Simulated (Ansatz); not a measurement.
Amorphous Ga24O39Lu2, 65 atoms at 5.38 g/cm³, one PBE-relaxed geometry, zone centre. Methods: PBE, scalar-relativistic without spin-orbit coupling (Ansatz, a program for electronic structure); r2SCAN, scalar-relativistic without spin-orbit coupling (Ansatz); HSE06, scalar-relativistic without spin-orbit coupling (Ansatz). Plane waves to 420 eV (r2SCAN 500 eV); exact exchange is cut at the cell's faces. At PBE the levels at the filled edge of the gap are localised (band-tail or defect states), and the nearest spread-out levels lie 2.2 eV apart at the zone centre. All rungs ran without spin polarisation.

Preparation: random packing, a CHGNet melt and quench, and a DFT relaxation. O atoms were pushed apart under 1.9 Å during the dynamics, to hinder bonds among them. The hot cell started wider than the set density and was brought back towards it in steps. It is the lowest in DFT energy of 2 quenches. It is a model cell: composition and starting density were chosen by hand, and all elements were melted together. No dispersion term was used. Its density started from a set value of 5.38 and ended at 5.38 g/cm³. Cooling (nominally 330 K/ps over its main leg) ran many orders faster than in experiment, which tends to leave more defects and strain. Values belong to this one cell and scatter from quench to quench. The volume was held where the preparation left it and the shape relaxed, at a PBE pressure of 1.6 GPa. Stress components on the final sampling reach 1.6 GPa.

The relaxation ran on the zone centre alone. At PBE the level gap is 1.77 eV on a 2×2×2 Γ-centred mesh, and the spacing at the zone centre alone 1.81 eV.

**Question.** What zone-centre spacing does r2SCAN give, roughly?

**Answer.** 2.33 eV (+0.52 eV against PBE).

**Question.** What zone-centre spacing does HSE06 give, roughly?

**Answer.** 3.49 eV (+1.68 eV against PBE).

The highest filled and the lowest empty state spread over these numbers of atoms (participation numbers): PBE: 9.2 and 57.0; r2SCAN: 8.7 and 56.5; HSE06: 8.2 and 56.3.
